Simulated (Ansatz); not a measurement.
```cif
data_CoSi2
_chemical_formula_sum 'Co1 Si2'
_space_group_name_H-M_alt 'P 1'
_space_group_IT_number 1
_cell_length_a 3.79033
_cell_length_b 3.79033
_cell_length_c 3.79033
_cell_angle_alpha 60.000
_cell_angle_beta 60.000
_cell_angle_gamma 60.000
loop_
_space_group_symop_operation_xyz
  'x, y, z'
loop_
_atom_site_label
_atom_site_type_symbol
_atom_site_fract_x
_atom_site_fract_y
_atom_site_fract_z
_atom_site_occupancy
Co1 Co 0.00000 0.00000 0.00000 1
Si1 Si 0.75000 0.75000 0.75000 1
Si2 Si 0.25000 0.25000 0.25000 1
```

**Question.** What linear thermal expansion coefficient does quasi-harmonic approximation on DFT at the PBE level (Ansatz, a program for electronic structure) give at 400 K, and what isobaric heat capacity per mole of formula units and Grüneisen parameter?

**Answer.** α = 10.5 × 10⁻⁶ K⁻¹; C_P = 71.3 J/(mol K); γ = 1.77. The crystal is held in this phase throughout; melting and phase transitions are not modelled.
